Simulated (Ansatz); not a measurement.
System: Al vacancy in wurtzite AlN with all lengths changed by -1 % (charge state -3). Computed with PBE, PAW (plane waves to 420 eV; Ansatz, a quantum-chemistry and plane-wave program).

Settings: 72 host sites, the strained lattice (strain from the relaxed PBE one, atoms relaxed), a 2×2×2 k-point mesh shifted by half a step along c, smearing 0.01 eV, spin-restricted, no image-charge correction. Static, classical nuclei. The charge state is imposed; whether it is stable for some Fermi level was not computed. Forms of the defect that were not tried may lie lower.

The step: a nearby Al atom hops onto the vacant site. Atoms about the jump, Cartesian Å from the middle of the jump, before and after:

```
atom     x0     y0     z0     x1     y1     z1
----  -----  -----  -----  -----  -----  -----
Al1    0.75   0.43   1.20  -0.75  -0.43  -1.20
N2    -0.78  -0.45   0.94  -0.90  -0.52   0.59
N3     0.89   0.51  -1.89   0.77   0.45  -1.92
N4     2.33  -0.45   0.65   2.44  -0.52   0.59
N5     0.77   2.24   0.65   0.77   2.37   0.59
Al6    2.27  -0.43  -1.27   2.29  -0.43  -1.20
Al7    0.76   2.18  -1.27   0.77   2.21  -1.21
N8    -0.78  -2.38  -1.89  -0.78  -2.25  -1.85
N9    -2.45   0.51  -1.89  -2.34   0.46  -1.85
Al10  -0.78  -2.22   1.20  -0.77  -2.19   1.22
Al11  -2.31   0.43   1.20  -2.28   0.43   1.22
Al12   0.73  -3.10  -1.27   0.77  -3.12  -1.24
Al13  -2.32   2.18  -1.27  -2.32   2.23  -1.24
N14    0.78  -3.14   0.65   0.77  -3.14   0.65
N15   -2.33   2.24   0.65  -2.34   2.24   0.65
Al16   0.75   0.43  -3.69   0.77   0.45  -3.86
Al17   2.31  -2.24   1.22   2.31  -2.19   1.22
N18    2.33  -2.25  -1.83   2.32  -2.25  -1.85
Al19  -0.78   3.12   1.22  -0.74   3.10   1.22
N20   -0.78   3.14  -1.83  -0.79   3.13  -1.85
```

Problem. Where do these atoms stand at the saddle point, and how high is it?

Solution. 
```
atom      x      y      z
----  -----  -----  -----
Al1    0.00  -0.02  -0.43
N2    -0.94  -0.54   0.94
N3     0.93   0.54  -1.92
N4     2.26  -0.51   0.49
N5     0.69   2.23   0.50
Al6    2.44  -0.45  -1.34
Al7    0.83   2.33  -1.33
N8    -0.71  -2.22  -1.79
N9    -2.29   0.50  -1.80
Al10  -0.82  -2.29   1.27
Al11  -2.40   0.44   1.27
Al12   0.78  -3.11  -1.25
Al13  -2.30   2.23  -1.25
N14    0.74  -3.16   0.66
N15   -2.37   2.23   0.66
Al16   0.76   0.45  -3.85
Al17   2.27  -2.21   1.21
N18    2.36  -2.26  -1.87
Al19  -0.78   3.07   1.21
N20   -0.78   3.17  -1.87
```
It lies 2.26 eV above the start and 2.26 eV above the end. The saddle point's order was not checked, and it lies on a symmetry element of the cell, where a band can be held.
